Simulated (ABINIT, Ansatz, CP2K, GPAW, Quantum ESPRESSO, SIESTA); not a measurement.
# One structure in several programs: CdSe (F-43m, 2 atoms in the cell)

Relaxation of cell and atoms.

```
CdSe
1.0
    0.00000     3.04202     3.04202
    3.04202     0.00000     3.04202
    3.04202     3.04202     0.00000
Cd Se
1 1
Cartesian
  0.00000   0.00000   0.00000
  4.56304   4.56304   4.56304
```

Shared settings, as Ansatz (a program for electronic structure) writes them: kpoints.mp_grid.grid = 6 6 6; scf.occupations.method = fixed. Potentials and cutoffs stand in the table.

```
code                                                                                                                                model  final volume (Å³/atom)  gap on the mesh (eV)       cutoff
----------------  -----------------------------------------------------------------------------------------------------------------------  ----------------------  --------------------  -----------
CP2K                                                              PBE, GPW, TZVP-MOLOPT-SR-GTH basis, GTH-PBE potentials (GTH_POTENTIALS)                   30.04                 0.454  grid 500 Ry
GPAW                                                                                         PBE, GPAW PAW datasets PBE (gpaw-data 1.0.1)                   29.50                 0.504       550 eV
ABINIT                                                                                                        PBE, PAW (JTH v2.0 PBE PAW)                   29.75                 0.484        20 Ha
Quantum ESPRESSO                                                                        PBE, SSSP 1.1.2 efficiency (PBE) pseudopotentials                   29.41                 0.491        45 Ry
Ansatz                                                                                                                     PBE, PAW files                   29.74                 0.491      default
SIESTA            GGA PBE, numerical atomic orbitals DZP, PseudoDojo PBE standard norm-conserving potentials (rewritten from UPF to PSML)                   29.19                 0.722  grid 300 Ry
```

Gaps are read on the mesh.

The spread over the programs that give each value: final volume within 0.85 Å³/atom; gap on the mesh within 0.268 eV.

CP2K and SIESTA use small atom-centred bases, whose incompleteness enters pressures, forces and empty levels differently from a plane-wave cutoff. The programs treat the finite-basis stress differently while the cell relaxes: Ansatz adds an estimate of it, ABINIT smooths its cutoff (ecutsm).

The starting cell comes from a database of computed structures (which also holds hypothetical and non-ambient phases and stackings), without a prior relaxation at this level. Its lattice was rescaled by a random factor within 2.5 % of one.

Keys are those of Ansatz 0.2.
